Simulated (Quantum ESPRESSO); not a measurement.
# A short convergence ladder for GaN (F-43m, 2 atoms in the cell)

```xyz
2
Lattice="0.0000 2.2487 2.2487 2.2487 0.0000 2.2487 2.2487 2.2487 0.0000" Properties=species:S:1:pos:R:3 pbc="T T T"
Ga     0.0000     0.0000     0.0000
N      1.1243     1.1243     1.1243
```

Base method: PBE, SSSP 1.1.2 efficiency (PBE) pseudopotentials (plane waves; Quantum ESPRESSO).

Base settings: ecutwfc = 70 Ry; ecutrho = 560 Ry; occupations = smearing; smearing = fermi-dirac; degauss = 0.00147 Ry; potentials = {Ga: Ga.pbe-dn-kjpaw_psl.1.0.0.UPF, N: N.pbe-n-radius_5.UPF}; K_POINTS = automatic 8 8 8 0 0 0; conv_thr = 1e-10 Ry; mixing_beta = 0.3.

Core times come from one kind of shared machine, to one figure; runs under 30 s give none.

**Zone-centre phonons against the cutoff**

In this ladder: occupations = fixed; smearing = default; degauss = default; nbnd = 17; ph.x.tr2_ph = 1e-14; ph.x.fildyn = dyn.G; ph.x.epsil = true; dynmat.x.fildyn = dyn.G; dynmat.x.asr = crystal. Moved along: ecutrho.

The mesh stays at the base's, so the ladder's end is converged at best in this setting alone.

Frequencies are those of the unrelaxed cell, without the LO-TO term of polar crystals.

Only quantities that move along the ladder and can be compared are tabulated.

| ecutwfc | highest zone-centre frequency (cm⁻¹) | largest Born charge (mean of the diagonal) (e) | mean ε∞ | core time / last (rough) |
|---|---|---|---|---|
| 35 Ry | 583.1 | 2.764 | 6.701 | 0.5 |
| 49 Ry | 548.0 | 2.678 | 6.095 | 0.7 |
| 60 Ry | 549.6 | 2.672 | 6.082 | 1 |
| 70 Ry | 547.4 | 2.679 | 6.069 | 1 |

Coarsest ecutwfc that holds the highest zone-centre frequency within 5 cm⁻¹ of the last step, with all finer ones: 49 Ry; the step before is off by 36 cm⁻¹.

Coarsest ecutwfc that holds the mean ε∞ within 0.2 of the last step, with all finer ones: 49 Ry; the step before is off by 0.63.

Coarsest ecutwfc that holds the largest Born charge (mean of the diagonal) within 0.02 e of the last step, with all finer ones: 49 Ry; the step before is off by 0.085 e.

On the base run: the starting cell has typed, rounded lattice constants, without a prior relaxation at this level. Its lattice was rescaled by up to half a per cent. In the base run, with a pressure of about 6 GPa the cell is away from its equilibrium volume at this level.
